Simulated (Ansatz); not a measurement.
Start from Hf in the hcp (Mg type) structure (space group P6_3/mmc, No. 194; a = 3.198 Å, c = 5.049 Å; relaxed with 0.1 eV smearing). Axes: x lies along a and z along c of the hexagonal cell.

Calculations: r2SCAN, PAW, 500 eV (Ansatz, a quantum-chemistry and plane-wave program; without spin-orbit coupling).

For the base:

```
Item                            Result
-----------------------------  -------
Pressure                       0.0 GPa
Shortest interatomic distance  3.128 Å
```

One thing is altered: the cell is stretched by 2.50 % along x with no lateral relaxation; the atoms relax in the strained cell.

**Question.** How does this affect the pressure?

**Answer.** The pressure (mean of the normal stresses, compression positive) goes from zero to -2.6 GPa.

**Question.** What does the calculation give for the largest internal atomic displacement after the change?

**Answer.** The largest internal atomic displacement is 0.018 Å.

**Question.** What happens to the shortest interatomic distance?

**Answer.** The shortest interatomic distance goes up by 0.010 Å, from 3.128 Å to 3.138 Å.

No phonon test of stability was made. The final runs are not spin-polarised.
